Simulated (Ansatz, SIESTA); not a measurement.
# Hf₃Co (P1, 4 atoms in the cell) computed with different codes at matched settings

Self-consistent single point, at a second geometry (atoms moved at random). First geometry:

```
Hf3Co
1.0
    4.24227     0.00000     0.00000
    0.00000     4.24227     0.00000
    0.00000     0.00000     4.24227
Hf Co
3 1
Direct
  0.00000   0.50000   0.50000
  0.50000   0.00000   0.50000
  0.50000   0.50000   0.00000
  0.00000   0.00000   0.00000
```
Moments meant for the start (each program seeds them in its own way; μB, in the order of the atoms Hf Hf Hf Co): 0.0 0.0 0.0 3.0.

Second geometry:
```
CELL_PARAMETERS angstrom
      4.24227     0.00000     0.00000
      0.00000     4.24227     0.00000
      0.00000     0.00000     4.24227
ATOMIC_POSITIONS crystal
  Hf 0.98807 0.49662 0.49873
  Hf 0.49850 0.00821 0.48876
  Hf 0.48791 0.50080 0.00786
  Co 0.02551 0.99437 0.00464
```
Moments meant for the start (each program seeds them in its own way; μB, in the order of the atoms Hf Hf Hf Co): 0.0 0.0 0.0 3.0.

Shared settings, as Ansatz (an electronic-structure program) writes them: kpoints.mp_grid.grid = 6 6 6; scf.occupations.method = gaussian; scf.occupations.width = 0.0073 Ry. Potentials and cutoffs stand in the table.

```json
[
 {"code": "SIESTA", "model": "LDA PW92, numerical atomic orbitals TZP, PseudoDojo LDA standard norm-conserving potentials (rewritten from UPF to PSML)", "ΔF from the first geometry (meV/atom)": "9.5", "pressure (GPa)": "-12.77", "largest force (eV/Å)": "0.753", "cutoff": "grid 350 Ry"},
 {"code": "Ansatz", "model": "LDA (PW92), PAW files made with PBE", "ΔF from the first geometry (meV/atom)": "7.2", "pressure (GPa)": "-9.67", "largest force (eV/Å)": "0.760", "cutoff": "30.9 Ry"}
]
```

Size of the force on each atom (eV/Å): Sizes of forces hide their directions.

```csv
code,Hf1,Hf2,Hf3,Co4
SIESTA,0.553,0.643,0.753,0.081
Ansatz,0.532,0.644,0.760,0.118
```

On Ansatz's run: spin-orbit coupling is off. The starting moments vanished: the run ended non-magnetic, which need not be the lowest state. The program warned that a starting moment was not kept.

The spread over the programs that give each value: ΔF from the first geometry within 2.3 meV/atom; pressure within 3.10 GPa; largest force within 0.007 eV/Å.

SIESTA uses small atom-centred bases, whose incompleteness enters pressures, forces and empty levels differently from a plane-wave cutoff. Ansatz's pressure is given at a fixed set of plane waves, as the other plane-wave codes print theirs; with its correction for the finite basis it is -9.62 GPa.

The starting cell comes from a database of computed structures (which also holds hypothetical and non-ambient phases and stackings), without a prior relaxation at this level. For this run, on top of that: atoms moved at random.

Keys are those of Ansatz 0.2.
